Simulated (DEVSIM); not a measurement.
Device: Si p-i-n diode, at 300 K.

Layer 1 from the left is Si, thickness (μm) 0.120, Na (cm⁻³) 7.9e18, τn (s) 2.1e-7, τp (s) 2.1e-7. Layer 2 from the left is Si, thickness (μm) 0.210, Nd (cm⁻³) 5.2e12, τn (s) 2.1e-7, τp (s) 2.1e-7. Layer 3 from the left is Si, thickness (μm) 2.30, Nd (cm⁻³) 1.5e18, τn (s) 2.1e-7, τp (s) 2.1e-7.

Left contact: ohmic. Right contact: ohmic. Voltage is applied to the left contact. Recombination: SRH at mid-gap, radiative, Auger. Mobility is constant in doping.

This is a model device: material constants are rounded textbook-type values typed into the input, and sizes, dopings and lifetimes were drawn at random. Values at 300 K.

Si: gap (eV) 1.124, affinity (eV) 4.05, permittivity 11.7, Nc (cm⁻³) 2.86e19, Nv (cm⁻³) 3.1e19, μn (cm²/Vs) 1417, μp (cm²/Vs) 470, B (cm³/s) 4.7e-15, Cn (cm⁶/s) 2.8e-31, Cp (cm⁶/s) 9.9e-32.

Simulated with DEVSIM: 1D drift-diffusion, Boltzmann statistics, complete ionisation; no tunnelling, impact ionisation, image-force lowering or self-heating.

Task: What does the simulation give for the dark forward voltage at 100 A/cm², the potential step across the device at zero bias, the dark forward voltage at 1 A/cm²?

Result: dark forward voltage at 100 A/cm² 0.780 V; potential step across the device at zero bias 1.012 V; dark forward voltage at 1 A/cm² 0.661 V.
